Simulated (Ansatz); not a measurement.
## A computed series for Ba2TaBiO6: element substitutions

Start from Ba₂TaBiO₆ (space group R-3, No. 148; a = 6.072 Å, c = 14.589 Å (hexagonal axes); a cell from a computed database, its experimental status unchecked).

Each row replaces one element on all its sites; cell and atoms are relaxed.

All numbers come from PBEsol, PAW, 420 eV (Ansatz, a program for electronic structure; spin-orbit coupling left out).

| change | band gap | shortest interatomic distance | space group |
|---|---|---|---|
| base | 2.46 eV | 1.993 Å | R-3 (No. 148) |
| Ta → Lu | 1.77 eV | 2.106 Å | R-3 (No. 148) |
| Bi → P | 1.68 eV | 1.991 Å | Fm-3m (No. 225) |
| O → Te | zero | 2.766 Å | R-3 (No. 148) |

Spin-orbit coupling, missing from the scalar runs, can matter with Bi, Ta and Te. Whether these cells are dynamically stable was not tested. As relaxed here, Ba2TaPO6 and Ba2TaBiTe6 are hypothetical phases, not in the database extracts checked. For Ba2LuBiO6 in this form, whether it has been made was not checked. All final runs are without spin polarisation. Ba2TaBiTe6 has a high density of states at the Fermi level and may be magnetic at this level. A zero or small gap of Ba2TaBiTe6 can be the functional's error rather than a property of the material.
